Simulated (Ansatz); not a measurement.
Start from Sr in the hcp (Mg type) structure (space group P6_3/mmc, No. 194; a = 4.190 Å, c = 6.886 Å).

The values are results of Kohn–Sham DFT with the PBEsol functional, run in Ansatz (a quantum-chemistry and plane-wave program) with PAW and 420 eV plane waves, scalar-relativistic without spin-orbit coupling, not measurements.

Base values:

- Lattice parameter a: 4.190 Å

It is then changed as follows: full substitution Sr → Be; the structure is relaxed again.

Tabulated Pauling electronegativity and covalent radius: Sr 0.95, 1.95 Å; Be 1.57, 0.96 Å.

Task: What happens to the lattice parameter a?

Result: The lattice parameter a shrinks by 1.933 Å to 2.257 Å.

No phonon test of stability was made. This is not the structure that Sr has at room temperature and ambient pressure.
